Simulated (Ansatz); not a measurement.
# CsCl-type NiAl

Method: r²SCAN (Ansatz, an electronic-structure program, PAW).

Run with plane-wave cutoff 500 eV, 20×20×20 k mesh, Fermi–Dirac smearing 0.1 eV, no spin polarisation, scalar-relativistic PAW data made under PBE.

Cell (relaxed at this level):

```xyz
2
Lattice="2.8635 0.0000 0.0000 0.0000 2.8635 0.0000 0.0000 0.0000 2.8635" Properties=species:S:1:pos:R:3 pbc="T T T"
Al     1.4318     1.4318     1.4318
Ni     0.0000     0.0000     0.0000
```

| Item | Value |
|---|---|
| equilibrium volume per atom | 11.74 Å³/atom |
| lattice parameter a | 2.864 Å |

Measured, for comparison: equilibrium volume per atom 11.97 Å³/atom, lattice constant a 2.882 Å (extrapolated to 0 K, zero-point anharmonic expansion removed (Haas, Tran, Blaha 2009); as tabulated in Levämäki et al. (2014), arXiv:1402.3671). Computed (rounded) less measured: equilibrium volume per atom -1.9 %, lattice constant a -0.6 %.

The computed numbers hold no vibrational or temperature effects.

Cost on a shared machine: around 70 core-seconds (rough).
